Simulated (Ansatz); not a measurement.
A self-consistent single point of LaNi2B2C (I4mm, 6 atoms in the cell) with Ansatz (a first-principles code).

Method: PBEsol, default PAW files made with PBE (plane waves; Ansatz).

```
LaNi2B2C
1.0
   -1.87976     1.87976     4.88465
    1.87976    -1.87976     4.88465
    1.87976     1.87976    -4.88465
La Ni B C
1 2 2 1
Cartesian
  0.00000   0.00000   0.05000
  0.00000   1.87976   2.44232
  1.87976   0.00000   2.44232
  0.00000   0.00000   3.40099
  0.00000   0.00000   6.36831
  0.00000   0.00000   4.88465
```

Reference input (self-consistent single point, DFT, PBEsol, plane waves, default PAW files made with PBE): basis.ecutwfc = 30.9 Ry; kpoints.mp_grid.grid = 12 12 12; hamiltonian.xc = pbesol; hamiltonian.pseudopotentials = {kind: paw} (the program's default PAW files); scf.occupations.method = fermi_dirac; scf.occupations.width = 0.0073 Ry. This run's input differs from it in these lines:

Ansatz 0.2 input:
```diff
@@ -15,3 +15,3 @@
 kpoints:
-  mp_grid: { grid: [12, 12, 12] }
+  mp_grid: { grid: [9, 9, 9] }
 hamiltonian:
@@ -20,3 +20,3 @@
 scf:
-  occupations: { method: fermi_dirac, width: 0.0073 Ry }
+  occupations: { method: fermi_dirac, width: 0.0015 Ry }
 output:
```

Log, with long lists cut:

```
SCF iter   1: F=—  HF=-18326.039597 eV  |F-HF|=—  |Δ(HF+E_count)|=         —  Δρ=6.81e-3  dr2=3.28e-2  ethr=1.77e-3  ⟨swp⟩=5.9  Hψ=9948  notcnv=0
all-band conjugate gradients solve this SCF's bands
preconditioner: auto → Kerker (q_TF=auto, 2.643 Å⁻¹)
SCF iter   2: F=—  HF=-18326.031145 eV  |F-HF|=—  |Δ(HF+E_count)|=   8.45e-3  Δρ=3.24e-3  dr2=1.15e-2  ethr=5.76e-5  ⟨swp⟩=2.1  Hψ=5750  notcnv=0  defer=119
   [... lines left out ...]
SCF iter   4: F=—  HF=-18326.028523 eV  |F-HF|=—  |Δ(HF+E_count)|=   2.05e-4  Δρ=2.69e-4  dr2=5.61e-5  ethr=1.31e-6  ⟨swp⟩=2.0  Hψ=4984  notcnv=0  defer=119
SCF iter   5: F=—  HF=-18326.028503 eV  |F-HF|=—  |Δ(HF+E_count)|=   2.01e-5  Δρ=7.54e-5  dr2=3.48e-6  ethr=9.84e-8  ⟨swp⟩=2.2  Hψ=3927  notcnv=0  defer=119
SCF iter   6: F=—  HF=-18326.028503 eV  |F-HF|=—  |Δ(HF+E_count)|=   3.27e-7  Δρ=2.78e-5  dr2=3.29e-7  ethr=6.10e-9  ⟨swp⟩=2.0  Hψ=4414  notcnv=0  defer=119
SCF iter   7: F=-18326.028503 eV  HF=-18326.028503 eV  |F-HF|=4.42e-8  |Δ(HF+E_count)|=   2.88e-8  Δρ=8.77e-6  dr2=4.22e-8  ethr=1.75e-10  ⟨swp⟩=9.9  Hψ=11089  notcnv=0
SCF 1 converged in 7 iterations: F = -18326.028503 eV  dr2 = 4.22e-8
Free energy (F): -18326.028503 eV
Internal energy: -18326.024989 eV  (E = F + TS)
E sigma→0 (E₀):  -18326.026746 eV
Entropy (-TS):   -0.003513 eV (-0.586 meV/atom)
Fermi energy:    14.675176 eV
--- Forces (eV/Å), atoms counted from 1 ---
  atom   1  La     0.00000000     0.00000000    -0.31655946
  atom   2  Ni     0.00000000     0.00000000     0.15269068
  atom   3  Ni    -0.00000000    -0.00000000     0.15269068
  atom   4  B     -0.00000000     0.00000000    -0.27793869
  atom   5  B      0.00000000     0.00000000     0.34623214
  atom   6  C      0.00000000     0.00000000    -0.05709536
--- Stress (GPa, compression-positive) ---
       -2.119862       0.000000       0.000000
        0.000000      -2.119862       0.000000
        0.000000       0.000000      -0.497232
  P = ⅓ Tr σ = -1.5790 GPa (-15.790 kbar)
  The stress holds the Pulay correction. Without it, at fixed plane waves, as pw.x and ABINIT print it: P = -1.7241 GPa
```

The run converged in 7 iterations. Against the reference run the free energy goes up by 6.2 meV/atom, the pressure stays near -1.58 GPa while the zz stress (positive for compression) goes from -0.17 to -0.50 GPa and the largest force goes from 0.324 to 0.346 eV/Å.

The starting cell comes from a database of computed structures (which also holds hypothetical and non-ambient phases and stackings), without a prior relaxation at this level. Its lattice was rescaled by up to half a per cent. One atom was moved a little off its site on purpose. Spin polarisation is off. Ansatz's pressure includes its estimate of the finite-basis (Pulay) stress.
